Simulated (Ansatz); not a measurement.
Subject: the surface energy of the MgO(100) slab, the mean of its two faces. Reaction: 8 MgO (rock salt) → cell A.

Cell A: a slab of MgO (rock salt, Fm-3m) cut along (100), 16 atoms, oblique cell of 3.01 × 4.25 Å (9.0 Å²), symmetry P4/nmm within 0.02 Å, 14.9 Å thick under 16 Å of vacuum, in-plane vectors held at the crystal's; planes from bottom to top: MgO × 8; all atoms within 0.5 Å of the crystal's sites, in a cell too small to show a reconstruction; spin state with PBE: run without spin, k-point mesh 14×10×1.
```
CELL_PARAMETERS angstrom
      3.00773     0.00000     0.00000
     -3.00773     3.00773     0.00000
      0.00000     0.00000    30.88751
ATOMIC_POSITIONS crystal
  Mg 0.00000 0.00000 0.32768
  Mg 0.00000 0.50000 0.25976
  Mg 0.00000 0.00000 0.46557
  Mg 0.00000 0.50000 0.39674
  Mg 0.00000 0.00000 0.60326
  Mg 0.00000 0.50000 0.53443
  Mg 0.00000 0.00000 0.74024
  Mg 0.00000 0.50000 0.67232
  O  0.00000 0.50000 0.32799
  O  0.00000 0.00000 0.25818
  O  0.00000 0.50000 0.46557
  O  0.00000 0.00000 0.39670
  O  0.00000 0.50000 0.60330
  O  0.00000 0.00000 0.53443
  O  0.00000 0.50000 0.74182
  O  0.00000 0.00000 0.67201
```

Reference: MgO (rock salt, Fm-3m), 2 atoms in the cell, the relaxed perfect crystal repeated, atoms not moved again, k-point mesh 14×10×14 on the run's own vectors.

All numbers come from Ansatz (a first-principles code), plane waves with PAW, its default PAW set, cutoff 420 eV, 500 eV for r2SCAN. The structures are at rest with PBE, within the held lattices; other levels are single points on them. HSE06 runs on coarser k-point meshes, mended by the PBE difference between the two meshes. Neutral cells; Fermi-Dirac smearing of at most 0.05 eV in the solids, energies taken to zero width. The lattices are those relaxed with PBE, so at other levels the solids can be strained, which adds to the spread. A dispersion term (D3(BJ), or D4 for r2SCAN) was computed beside these levels and is taken off wherever the name lacks it. Static lattices, no vibrational contributions. The structures are the rest points that the relaxations reached, not proven lowest. Values are for these cell sizes.

Give the value at the level r2SCAN.

1.15 J/m², for 8 MgO (rock salt) → cell A.

List the value at the remaining levels and say how far they part.


```json
[
 {"Method": "HSE06", "value (J/m²)": "1.04", "less r2SCAN": "-0.11"}
]
```

The levels shown span 0.11 J/m², from HSE06 (1.04) to r2SCAN (1.15).
